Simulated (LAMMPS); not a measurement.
MD of C (diamond structure) at zero pressure, 512 atoms, as a crystal; each row is its own run.

Computed with classical MD, pair style meam, file SiC.meam; code LAMMPS.

| T (K) | enthalpy (eV/atom) |
|---|---|
| 200 | -7.3180 |
| 1800 | -6.8850 |
| 2400 | -6.7139 |
| 3000 | -6.5349 |
| 4200 | -6.1524 |
| 4800 | -5.9486 |

Problem. Fit a straight line, y = a + b x, to these rows (x is the first column, y the second) and predict the run at x = 300.

Solution. Least squares gives a = -7.4072 and b = 0.0002982. At x = 300 the fit predicts -7.3177 eV/atom. The run itself gave -7.2920 ± 0.0003 eV/atom, so the fit is 26 meV/atom low.

Caution: the potential MEAM SiC.meam is made for SiC, not for the elements.

Caution: in nature this polymorph isn't the stable one over the whole range of temperature at this pressure, and short runs keep a crystal in its starting form.

Caution (rows 200; 300): nuclei are classical, which matters for such light atoms.

Caution (rows 1800; 2400; 3000; 4200; 4800): a run this short can hold a crystal over, or a liquid under, the potential's own melting point, which these runs don't give.
